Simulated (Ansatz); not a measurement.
# Response to strain in ZrN

The reference is ZrN in the rock salt structure (space group Fm-3m, No. 225).

```yaml
crystal:
  lattice:
    - [0.00000, 2.27614, 2.27614]
    - [2.27614, 0.00000, 2.27614]
    - [2.27614, 2.27614, 0.00000]
  atoms:
    - { symbol: N, position: [0.00000, 0.00000, 0.00000] }
    - { symbol: Zr, position: [0.50000, 0.50000, 0.50000] }
```

Cartesian axes are those of the cell as printed.

Strains are applied to the cell and any free atomic positions relax; under biaxial strain the out-of-plane vector relaxes too; under stress the whole cell relaxes.

Computed with Ansatz (a program for electronic structure) PBEsol, no SOC.

Notes on the quantities. energy relative to the base: free energy F; pressure: mean of the normal stresses, compression positive.

```csv
change,energy relative to the base,pressure,shortest interatomic distance
base,0 meV/atom,0.0 GPa,2.276 Å
"biaxial strain −4.35 %, plane normal [001], relaxed out of plane",+107 meV/atom,25.1 GPa,2.177 Å
"biaxial strain −1.11 %, plane normal [001], relaxed out of plane",+6.1 meV/atom,5.1 GPa,2.251 Å
"biaxial strain −4.90 %, plane normal [110], relaxed out of plane",+103 meV/atom,20.4 GPa,2.165 Å
"biaxial strain +4.48 %, plane normal [110], relaxed out of plane",+69 meV/atom,-13.4 GPa,2.297 Å
isotropic strain −1.67 %,+26 meV/atom,15.1 GPa,2.238 Å
isotropic strain +5.01 %,+190 meV/atom,-28.7 GPa,2.390 Å
isotropic strain +5.96 %,+0.261 eV/atom,-32.0 GPa,2.412 Å
tensor shear ε_xz = +3.14 %,+18 meV/atom,0.2 GPa,2.276 Å
"uniaxial stress, 0.5 GPa tension along x",0.0 meV/atom,–,2.276 Å
```

A biaxial case was relaxed in a doubled cell and then solved in the primitive one. Without a gap, meshes like the base's 18×18×18 leave anisotropic stresses uncertain by several tenths of a GPa, and small strain energies with them. Beyond what the load breaks, stability against distortions was not tested. All final runs are without spin polarisation. An odd electron count without spin: ZrN.
